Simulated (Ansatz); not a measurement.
Consider CdS in the zinc blende structure (space group F-43m, No. 216; a = 5.927 Å).

Level of theory: PBE, PAW, 420 eV (Ansatz, a first-principles code; scalar-relativistic without spin-orbit coupling).

Strains are applied to the cell and any free atomic positions relax.

One change was made to it. Results:

The energy grows by 15 meV/atom; the electron mass goes from 0.12 mₑ (at Γ) to 0.11 mₑ (at Γ); the band gap drops by 0.13 eV (1.04 eV → 0.91 eV).

Question: Name the change that was made.
A) isotropic strain −1.50 %
B) isotropic strain −3.00 %
C) isotropic strain −0.50 %
D) isotropic strain +2.00 %
E) isotropic strain +2.50 %

Answer: D, isotropic strain +2.00 %. For comparison, the energy relative to the base in the other runs: isotropic strain −3.00 % gives +39 meV/atom; isotropic strain −1.50 % gives +9.3 meV/atom; isotropic strain −0.50 % gives +1.0 meV/atom; isotropic strain +2.50 % gives +22 meV/atom.

Masses are band curvatures over ±0.01 Å⁻¹ around the edge. Whether these cells are dynamically stable was not tested.
